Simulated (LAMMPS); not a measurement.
Consider 160 Hg and 160 Se atoms arriving one at a time, 3 ps apart with 0.2 eV each, on 928 Å² of the (001) face of HgSe (zinc blende) held at 210 K in molecular dynamics.

All values are model results, not measurements: classical MD, pair style sw, file CdTeZnSeHgS0.sw (LAMMPS).

What does the simulation give for the share of arrivals found below the old surface, the share of arrivals that stuck, the film grown, the rms roughness?

share of arrivals found below the old surface: 1 of 311; share of arrivals that stuck: 311 of 320; film grown: partly crystalline; rms roughness: 1.8 Å.

Caution: growth rates of MD are many orders above those of real deposition. Caution: the face is polar, and the species on top of the substrate isn't recorded.
